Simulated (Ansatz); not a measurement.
Start from B4C (space group Cm, No. 8; a = 8.743 Å, b = 5.580 Å, c = 5.028 Å, α = γ = 90.00°, β = 118.74°; a cell from a computed database, its experimental status unchecked).

Method: PBEsol/PAW in Ansatz (a program for electronic structure), scalar-relativistic without spin-orbit coupling.

Before the change:

The width of the top valence band is 0.99 eV and the smallest direct gap comes out as 3.01 eV. The volume per atom is 7.17 Å³.

It is then changed as follows: a negative pressure, −1 GPa.

What happens to the width of the top valence band?

The width of the top valence band stays essentially unchanged (0.99 eV against 0.98 eV).

What happens to the smallest direct gap?

The smallest direct gap remains 3.01 eV.

Predict the new volume per atom.

The volume per atom grows by 0.03 Å³, from 7.17 Å³ to 7.20 Å³.

Load acts through the strain it causes; cell and atoms are relaxed under it. Whether these cells are dynamically stable was not tested.
